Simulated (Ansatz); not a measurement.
Take BiB in the zinc blende structure (space group F-43m, No. 216; a = 5.4556 Å; a hypothetical phase, not in the database extracts checked) as the base.

Levels (all Ansatz, a first-principles code, PAW): PBEsol (420 eV, scalar-relativistic without spin-orbit coupling); HSE06 (420 eV, no spin-orbit coupling).

Its gap is 0.45 eV with PBEsol and 1.01 eV with HSE06.

Now apply this change: a negative pressure, −2 GPa.

With PBEsol the gap becomes 0.25 eV.

Q: If the HSE06 correction stayed the same, what would the HSE06 gap be, and what does the HSE06 run give?

A: A rigid correction of +0.56 eV gives 0.81 eV. The HSE06 run gives 0.84 eV, so the two effects roughly add.

Single points use the geometry relaxed with PBEsol. Spin-orbit coupling, missing from the scalar runs, can matter with Bi. Load acts through the strain it causes; cell and atoms are relaxed under it. No phonon test of stability was made. The zero or small gap of BiB under pressure −2 GPa can change with the level of theory.
